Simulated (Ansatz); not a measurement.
Ta: Ta → Lu

Take Ta in the bcc (W type) structure (space group Im-3m, No. 229; a = 3.282 Å) as the base.

It is then changed as follows: full substitution Ta → Lu, then cell and atoms are relaxed.

The values are results of Ansatz (a quantum-chemistry and plane-wave program), PBEsol, PAW, cutoff 420 eV, no spin-orbit coupling, earlier PAW set, not measurements. Γ-centred 17×17×17 mesh, Fermi–Dirac width 0.05 eV, for the changed cell.

The volume per atom increases by 10.202 Å³ (17.67 Å³ → 27.88 Å³) and the density falls by 6.58 g/cm³ (17.00 g/cm³ → 10.42 g/cm³). The space group is still Im-3m (No. 229) and the shortest interatomic distance increases by 0.881 bohr, from 5.371 bohr to 6.252 bohr. The band gap stays zero.

Final structure:

```yaml
crystal:
  lattice:
    - [-1.91012, 1.91012, 1.91012]
    - [1.91012, -1.91012, 1.91012]
    - [1.91012, 1.91012, -1.91012]
  atoms:
    - { symbol: Lu, position: [0.00000, 0.00000, 0.00000] }
```

No phonon test of stability was made. For Lu in this form, whether it has been made was not checked. All final runs are without spin polarisation. This is not the structure that Lu has at room temperature and ambient pressure.
